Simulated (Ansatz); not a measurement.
Given:

```yaml
crystal:
  lattice:
    - [3.14978, 0.00000, 0.00000]
    - [-1.57489, 2.72779, 0.00000]
    - [0.00000, 0.00000, 5.16893]
  atoms:
    - { symbol: Si, position: [0.33333, 0.66667, 0.99951] }
    - { symbol: Si, position: [0.66667, 0.33333, 0.49951] }
    - { symbol: C, position: [0.33333, 0.66667, 0.37549] }
    - { symbol: C, position: [0.66667, 0.33333, 0.87549] }
```

No spin polarisation.

Computed with plane-wave PAW DFT at the PBEsol level (Ansatz, a quantum-chemistry and plane-wave program, 420 eV), scalar-relativistic without spin-orbit coupling. k-mesh 12×12×7 (Γ-centred); smearing 0.05 eV (Fermi–Dirac).

Problem. Predict the band gap.

Solution. 2.25 eV.

Problem. Estimate the valence-band top at Γ (three highest levels, from the VBM).

Solution. 0.00, 0.00, -0.10 eV.

Problem. Estimate the gap character.

Solution. Indirect, Γ → K.

The cells carry an imposed strain or load. Stability against distortions was not tested. The cell was made from SiC in the wurtzite structure (space group P6_3mc, No. 186) by this change: isotropic strain +2.40 %.
